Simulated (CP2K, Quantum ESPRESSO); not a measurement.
**Pressure against volume in wurtzite CdS (space group 186) (CP2K, PBE)**

```
CELL_PARAMETERS angstrom
      4.06639     0.00000     0.00000
     -2.03319     3.52159     0.00000
      0.00000     0.00000     6.60051
ATOMIC_POSITIONS crystal
  Cd 0.33333 0.66667 0.00000
  Cd 0.66667 0.33333 0.50000
  S  0.33333 0.66667 0.37700
  S  0.66667 0.33333 0.87700
```

Computed with PBE, GPW, DZVP-MOLOPT-SR-GTH basis, GTH-PBE potentials (GTH_POTENTIALS) (CP2K 2026.2). Settings: CUTOFF = 650 Ry; REL_CUTOFF = 50 Ry; SMEAR/METHOD = FERMI_DIRAC; ELECTRONIC_TEMPERATURE = 116.05 K; KPOINTS/SCHEME = MONKHORST-PACK 9 9 5; XC_FUNCTIONAL = PBE; Cd/BASIS_SET = DZVP-MOLOPT-SR-GTH-q12; Cd/POTENTIAL = GTH-PBE-q12; S/BASIS_SET = DZVP-MOLOPT-SR-GTH-q6; S/POTENTIAL = GTH-PBE-q6; METHOD = GPW; EPS_DEFAULT = 1e-11; NGRIDS = 5; SCF_GUESS = ATOMIC; EPS_SCF = 1e-07; MAX_SCF = 100. The cell above is the first row's. The rows scale it uniformly. In all rows fractional positions and the k mesh are held.

```csv
V (Å^3/atom),P (GPa)
23.630,?
24.144,6.17
24.658,4.59
25.171,3.17
25.685,1.89
26.199,0.74
26.712,-0.30
27.226,-1.24
27.740,-2.07
```

Using a cubic, estimate the missing P at V = 23.630 from the other rows, showing the fit.

With u = V - 25.9, the rows have u = -1.7560, -1.2420, -0.7290, -0.2150, 0.2990, 0.8120, 1.3260, 1.8400. Least squares gives P = 1.391 - 2.2641·u + 0.2341·u² - 0.01463·u³. Residuals (row less fit): 0.002, -0.002, -0.002, 0.001, 0.005, 0.001, -0.006, 0.004; standard error 0.005 (degrees of freedom: 4). The fitted pressure is zero at V0 = 26.56, where dP/dV = -1.975, so B0 = -V0·dP/dV = 52.5 GPa. At the withheld row, u = -2.2700, so P = 1.391 - 2.2641 × (-2.2700) + 0.2341 × (-2.2700)² - 0.01463 × (-2.2700)³ = 7.908 GPa. The calculation gives 7.93 GPa, 0.022 GPa above the prediction (0.2 % of the range of P in the table). The row lies outside the fitted rows, so this is an extrapolation. From the scatter of the fitted rows alone, a prediction at this place has a standard error of 0.013 GPa, so the miss is 1.7 times that.

Carrying the step between the two nearest rows on in a straight line would have given 7.75, off by 0.18; series whose last step already gives the withheld value aren't shown. The scan was laid around a cell of about the measured size, scaled by a guess for this functional; axis ratios and inner coordinates come from that cell. The runs keep the symmetry of the cell, so they don't test it for distortions. A plane-wave scan with the same functional (Quantum ESPRESSO, GBRV) gives V0 = 26.17 Å^3/atom and B0 = 53.2 GPa; a Birch-Murnaghan fit to all rows here lies 1.5 % from it in V0 and -1 % in B0; the two differ in basis, and may differ in potentials and mesh. Values carry the incompleteness of an atom-centred basis. The shape of the cell and the inner coordinates aren't relaxed, so V0 and B0 belong to this uniform scaling; a relaxed crystal lies no higher in energy and is usually softer. Cutoffs and mesh are single choices, not tested for convergence of this quantity. Series with a scatter that would blur these digits, or in which a gap closes, are not shown.
